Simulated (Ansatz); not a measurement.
## TiB2, response to strain

The parent structure is TiB2 (space group P6/mmm, No. 191).

```xyz
3
Lattice="3.0173 0.0000 0.0000 -1.5086 2.6130 0.0000 0.0000 0.0000 3.1849" Properties=species:S:1:pos:R:3 pbc="T T T"
Ti     0.0000     0.0000     0.0000
B      0.0000     1.7420     1.5925
B      1.5086     0.8710     1.5925
```

Cartesian axes are those of the cell as printed.

Strains are applied to the cell and any free atomic positions relax; under biaxial strain the out-of-plane vector relaxes too; under stress the whole cell relaxes.

The values are results of PBEsol (Ansatz, an electronic-structure program; PAW; 420 eV plane waves; no SOC), earlier PAW set, not measurements.

Notes on the quantities. pressure: mean of the normal stresses, compression positive.

| change | volume per atom | pressure | space group |
|---|---|---|---|
| base | 8.37 Å³ | 0.0 GPa | P6/mmm (No. 191) |
| biaxial strain −4.37 %, plane normal [001], relaxed out of plane | 7.82 Å³ | 24.0 GPa | P6/mmm (No. 191) |
| biaxial strain −0.51 %, plane normal [001], relaxed out of plane | 8.31 Å³ | 2.4 GPa | P6/mmm (No. 191) |
| biaxial strain +0.22 %, plane normal [001], relaxed out of plane | 8.40 Å³ | -1.0 GPa | P6/mmm (No. 191) |
| biaxial strain +2.84 %, plane normal [001], relaxed out of plane | 8.74 Å³ | -11.8 GPa | P6/mmm (No. 191) |
| biaxial strain +4.37 %, plane normal [001], relaxed out of plane | 8.95 Å³ | -17.3 GPa | P6/mmm (No. 191) |
| isotropic strain +4.99 % | 9.69 Å³ | -29.6 GPa | P6/mmm (No. 191) |
| uniaxial stress, 2 GPa compression along z | 8.34 Å³ | – | P6/mmm (No. 191) |
| uniaxial stress, 0.5 GPa tension along x | 8.37 Å³ | – | Cmmm (No. 65) |
| tensor shear ε_xy = +1.58 % | 8.37 Å³ | 0.2 GPa | P2/m (No. 10) |

The mesh was chosen for an insulator and is coarse for the gapless case. Without a gap, meshes like the base's 13×13×10 leave anisotropic stresses uncertain by several tenths of a GPa, and small strain energies with them. Stability under load was not tested beyond the relaxation. The final runs are not spin-polarised.
